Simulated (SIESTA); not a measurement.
SIESTA run on TiO (P1, 2 atoms in the cell): self-consistent single point.

Method: LDA PW92, numerical atomic orbitals DZP, PseudoDojo LDA standard norm-conserving potentials (rewritten from UPF to PSML) run with SIESTA 5.4.2.

```
TiO
1.0
    2.81016     0.00000     0.00000
   -1.40508     2.43367     0.00000
    0.00000     0.00000     2.82385
Ti O
1 1
Cartesian
  1.41510   0.83194  -0.02107
 -0.01002  -0.02072   1.43300
```

Reference input (self-consistent single point, DFT, GGA PBEsol, numerical atomic orbitals DZP, PseudoDojo PBEsol standard norm-conserving potentials (rewritten from UPF to PSML)): XC.functional = GGA; XC.authors = PBEsol; potentials = PseudoDojo PBEsol standard; PAO.BasisSize = DZP; PAO.EnergyShift = 0.01 Ry; MeshCutoff = 400 Ry; kgrid.MonkhorstPack = 11 11 10; OccupationFunction = FD; ElectronicTemperature = 100 meV; MaxSCFIterations = 150; SCF.Mixer.Method = Broyden; SCF.Mixer.Weight = 0.1. This run's input differs from it in these lines:

```diff
@@ -1,2 +1,2 @@
-# files in the folder: Ti.psml O.psml (PseudoDojo PBEsol standard)
+# files in the folder: Ti.psml O.psml (PseudoDojo LDA standard)
 SystemName  TiO
@@ -22,4 +22,4 @@
 
-XC.functional                GGA
-XC.authors                   PBEsol
+XC.functional                LDA
+XC.authors                   PW92
 PAO.BasisSize                DZP
```

Output, abridged:

```
        iscf     Eharris(eV)        E_KS(eV)     FreeEng(eV)     dDmax    Ef(eV) dHmax(eV)
   scf:    1    -2053.299778    -2064.523125    -2064.525666  1.562138 -3.637208  6.769563
   scf:    2    -2066.411160    -2065.536976    -2065.539633  0.056305 -3.958656  4.933962
   scf:    3    -2066.551530    -2066.403437    -2066.407303  0.122322 -4.725341  1.199207
   scf:    4    -2066.115422    -2066.340966    -2066.345065  0.040148 -4.658098  1.544436
   scf:    5    -2066.449817    -2066.456841    -2066.461708  0.043189 -4.949079  0.306542
   [... 3 lines left out ...]
   scf:    9    -2066.461119    -2066.461118    -2066.465840  0.000174 -4.897105  0.002846
   scf:   10    -2066.461119    -2066.461119    -2066.465840  0.000157 -4.897302  0.001376
   scf:   11    -2066.461120    -2066.461119    -2066.465841  0.000111 -4.897220  0.000927
   scf:   12    -2066.461120    -2066.461120    -2066.465841  0.000073 -4.897214  0.000633
SCF Convergence by DM+H criterion
max |DM_out - DM_in|         :     0.0000728999
max |H_out - H_in|      (eV) :     0.0006334001
SCF cycle converged after 12 iterations

Using DM_out to compute the final energy and forces

siesta: E_KS(eV) =            -2066.4611

siesta: E_KS - E_eggbox =     -2066.4611

siesta: Atomic forces (eV/Ang):
     1   -0.170510   -0.383364    0.462536
     2    0.169566    0.382800   -0.465121
   Tot   -0.000944   -0.000564   -0.002586
   Max    0.465121
   Res    0.360926    sqrt( Sum f_i^2 / 3N )
   Max    0.465121    constrained

Stress tensor Voigt[x,y,z,yz,xz,xy] (kbar):      135.43      131.02      165.74        6.96        2.99        0.38
(Free)E + p*V (eV/cell)    -2068.2023
Target enthalpy (eV/cell)    -2066.4658

siesta: Program's energy decomposition (eV):
siesta: FreeEng =     -2066.465841

   [... lines left out ...]
siesta: Cell volume =         19.312316 Ang**3
siesta:        -144.06238120       -109.67752816  kBar
   [... lines left out ...]
               2s      2s      2py     2pz     2px     2py     2pz     2px
               3Pdxy   3Pdyz   3Pdz2   3Pdxz   3Pdx2-y2
   2  6.609   1.717   0.025   1.726   1.766   1.722  -0.123  -0.163  -0.119
              0.011   0.013   0.010   0.013   0.011

mulliken: Qtot =       18.000

Mulliken Atomic Populations:
Atom #   charge [q] valence [e]  Species
     1     0.608983   11.391017  Ti
     2    -0.608983    6.608983  O
 Total    -0.000000
```

The run converged in 12 iterations. Against the reference run the pressure goes from -7.24 to -14.41 GPa and the largest force goes from 0.652 to 0.626 eV/Å.

The starting cell comes from a database of computed structures (which also holds hypothetical and non-ambient phases and stackings), without a prior relaxation at this level. Its atoms were displaced at random from the sites of space group no. 187. Spin polarisation is off, so a magnetic state, if there is one, cannot be reached. Values carry the incompleteness of an atom-centred basis. With a pressure of about -14 GPa the cell is away from its equilibrium volume at this level.
